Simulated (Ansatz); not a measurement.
A zone-centre phonon calculation of YAl2 (Fd-3m, 6 atoms in the cell) with Ansatz (a quantum-chemistry and plane-wave program).

Computed with LDA (PW92), default PAW files made with PBE (plane waves; Ansatz).

```
CELL_PARAMETERS angstrom
      0.00000     3.91266     3.91266
      3.91266     0.00000     3.91266
      3.91266     3.91266     0.00000
ATOMIC_POSITIONS crystal
  Y  0.75000 0.75000 0.75000
  Y  0.50000 0.50000 0.50000
  Al 0.12500 0.62500 0.12500
  Al 0.12500 0.12500 0.12500
  Al 0.62500 0.12500 0.12500
  Al 0.12500 0.12500 0.62500
```

Reference input (self-consistent single point, DFT, LDA (PW92), plane waves, default PAW files made with PBE): basis.ecutwfc = 30.9 Ry; kpoints.mp_grid.grid = 7 7 7; hamiltonian.xc = lda; hamiltonian.pseudopotentials = {kind: paw} (the program's default PAW files); scf.occupations.method = fermi_dirac; scf.occupations.width = 0.0073 Ry. This run's input differs from it in these lines:

Ansatz 0.2 input:
```diff
@@ -13,3 +13,3 @@
 basis:
-  ecutwfc: 30.9 Ry
+  ecutwfc: 15.4 Ry
 kpoints:
@@ -21,6 +21,4 @@
   occupations: { method: fermi_dirac, width: 0.0073 Ry }
-output:
-  forces: true
-  eigenvalues: true
-  stress: true
+phonons:
+  method: dfpt
```

Output, abridged:

```
SCF iter   1: F=—  HF=-9543.933628 eV  |F-HF|=—  |Δ(HF+E_count)|=         —  Δρ=8.98e-3  dr2=4.53e-2  ethr=1.77e-3  ⟨swp⟩=6.1  Hψ=11335  notcnv=0
all-band conjugate gradients solve this SCF's bands
preconditioner: auto → Kerker (q_TF=auto, 2.212 Å⁻¹)
SCF iter   2: F=—  HF=-9543.919783 eV  |F-HF|=—  |Δ(HF+E_count)|=   1.38e-2  Δρ=4.54e-3  dr2=1.36e-2  ethr=1.33e-4  ⟨swp⟩=1.5  Hψ=3577  notcnv=0
   [... lines left out ...]
SCF iter   5: F=—  HF=-9543.915328 eV  |F-HF|=—  |Δ(HF+E_count)|=   3.54e-7  Δρ=1.64e-5  dr2=3.85e-7  ethr=1.52e-8  ⟨swp⟩=2.0  Hψ=3336  notcnv=0
SCF iter   6: F=—  HF=-9543.915328 eV  |F-HF|=—  |Δ(HF+E_count)|=   2.52e-7  Δρ=1.81e-6  dr2=6.23e-9  ethr=1.13e-9  ⟨swp⟩=2.1  Hψ=2708  notcnv=0
SCF iter   7: F=—  HF=-9543.915328 eV  |F-HF|=—  |Δ(HF+E_count)|=   1.42e-9  Δρ=3.06e-7  dr2=7.58e-11  ethr=1.83e-11  ⟨swp⟩=2.0  Hψ=3211  notcnv=0
SCF iter   8: F=-9543.915328 eV  HF=-9543.915328 eV  |F-HF|=0.00e0  |Δ(HF+E_count)|=  3.64e-12  Δρ=3.40e-8  dr2=1.05e-12  ethr=1.00e-12  ⟨swp⟩=5.4  Hψ=8734  notcnv=0
SCF 1 converged in 8 iterations: F = -9543.915328 eV  dr2 = 1.05e-12
DFPT response loops at Γ: preconditioner auto → Kerker (q_TF=auto, 2.212 Å⁻¹) (partly filled bands, converged f_vac=0.000) …
Free energy (F): -9543.915328 eV
Internal energy: -9543.801546 eV  (E = F + TS)
E sigma→0 (E₀):  -9543.858437 eV
Entropy (-TS):   -0.113782 eV (-18.964 meV/atom)
Fermi energy:    9.308960 eV
--- Phonons (Γ-DFPT): 2 representative perturbations + reference, on 100 of 343 k-points (Σ response iterations 6) ---
  k mesh reduced under 2 symmetry operations, with k and −k counted as one. Each operation leaves every solved perturbation unchanged …
  ASR residual: 3.692e-4 → 0.000e0 eV/Å²; symmetrization residual: 1.820e-6 eV/Å²
  ASR residual per site (eV/Å²): 3.69e-4 3.69e-4 3.24e-6 3.24e-6 3.24e-6 3.24e-6
  Γ frequencies (cm⁻¹): 0.00 0.00 0.00 152.81 152.81 152.81 183.93 183.93 183.93 196.32 196.32 196.32 246.65 246.65 292.94 292.94 292.94 379.72
  non-analytic LO–TO correction: not included (Born effective charges unavailable; polar crystals: no LO–TO splitting at Γ)
```

The run converged in 8 iterations. 

Summary of the result:
```
Property                                                                                                                               Value
--------------------------------------------------------  ----------------------------------------------------------------------------------
Free energy E − TS (on the zero of these files)                                                                                -9543.9153 eV
Fermi level (on the code's own zero)                                                                                                 9.31 eV
Zone-centre frequencies (cm⁻¹; negative means imaginary)  0, 0, 0, 153, 153, 153, 184, 184, 184, 196, 196, 196, 247, 247, 293, 293, 293, 380
```

The starting cell comes from a database of computed structures (which also holds hypothetical and non-ambient phases and stackings), without a prior relaxation at this level. Its lattice was rescaled by up to half a per cent. The cutoff lies below the one recommended for these files.

Cost on one core of a shared machine: roughly 30 s.
